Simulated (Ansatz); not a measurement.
**PtGe₂ (Pnnm, No. 58, 6 atoms in the cell; start mp-1543)**

Calculation: PBEsol in Ansatz (plane waves, PAW).

Run with plane-wave cutoff 500 eV, 8×6×14 k mesh (along the axes of the cell as run), Fermi–Dirac smearing 0.05 eV, scalar-relativistic PAW data made under PBE.

Cell (relaxed at this level):

```
PtGe2
1.0
    5.76151     0.00000     0.00000
    0.00000     6.22596     0.00000
    0.00000     0.00000     2.91600
Ge Pt
4 2
Cartesian
  4.80411   2.30931   0.00000
  0.95739   3.91665   0.00000
  1.92336   0.80367   1.45800
  3.83814   5.42229   1.45800
  0.00000   0.00000   0.00000
  2.88075   3.11298   1.45800
```

```yaml
band_gap: zero (no gap)
```

Note: the relaxation could not lower the start's symmetry, so the cell can be a saddle point above a distorted one.

Spin–orbit coupling is not included.

Computed values are for the static lattice.

A start named mp-… is a Materials Project structure, which need not be a measured phase.

Ansatz is a quantum-chemistry and plane-wave program.
